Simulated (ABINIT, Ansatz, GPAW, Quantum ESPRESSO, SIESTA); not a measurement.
One structure in several programs: Sr3Ca (Pm-3m, 4 atoms in the cell)

Self-consistent single point.

```xyz
4
Lattice="5.9887 0.0000 0.0000 0.0000 5.9887 0.0000 0.0000 0.0000 5.9887" Properties=species:S:1:pos:R:3 pbc="T T T"
Sr     0.0000     2.9944     2.9944
Sr     2.9944     0.0000     2.9944
Sr     2.9944     2.9944     0.0000
Ca     0.0000     0.0000     0.0000
```

All programs got the same cell, k-point mesh and kind of occupations (in Ansatz's words: kpoints.mp_grid.grid = 4 4 4; scf.occupations.method = gaussian; scf.occupations.width = 0.136 eV); potentials, basis and cutoffs are each program's usual ones.

```
code                                                                                                                                      model  pressure (GPa)  k-points       cutoff
----------------  -----------------------------------------------------------------------------------------------------------------------------  --------------  --------  -----------
GPAW                                                                                      PBEsol, GPAW PAW datasets PBEsol (made by gpaw-setup)           -0.99        10       550 eV
SIESTA            GGA PBEsol, numerical atomic orbitals DZP, PseudoDojo PBEsol standard norm-conserving potentials (rewritten from UPF to PSML)            1.83        44  grid 300 Ry
ABINIT                                                           PBEsol, norm-conserving pseudopotentials (PseudoDojo nc-sr-04 PBEsol standard)           -1.03        10        68 Ry
Ansatz                                                                                                          PBEsol, PAW files made with PBE           -1.02        10      default
Quantum ESPRESSO                                                          PBEsol, PseudoDojo standard norm-conserving (PBESOL) pseudopotentials           -1.03        10        70 Ry
```

The spread over the programs that give each value: pressure within 2.86 GPa.

The starting cell comes from a database of computed structures (which also holds hypothetical and non-ambient phases and stackings), without a prior relaxation at this level.

Why do the programs differ, and what cannot be compared?

Differences of this kind can come from the potentials, where these differ, and from what each basis and cutoff leave unconverged. The zero of total energies and Fermi levels follows the potentials and each program's conventions, so they are not compared here. SIESTA uses small atom-centred bases, whose incompleteness enters pressures, forces and empty levels differently from a plane-wave cutoff. Ansatz's pressure is given at a fixed set of plane waves, as the other plane-wave codes print theirs. The programs reduce the same mesh by symmetry to different extents, which changes the work and not the result. In the pressure, SIESTA (by 2.85) lies more than 1 GPa from the median of the plane-wave programs.

Left out of this page: Elk and FLEUR (not drawn, or without a comparable value).

Ansatz is a program for electronic structure.

Keys are those of Ansatz 0.2.
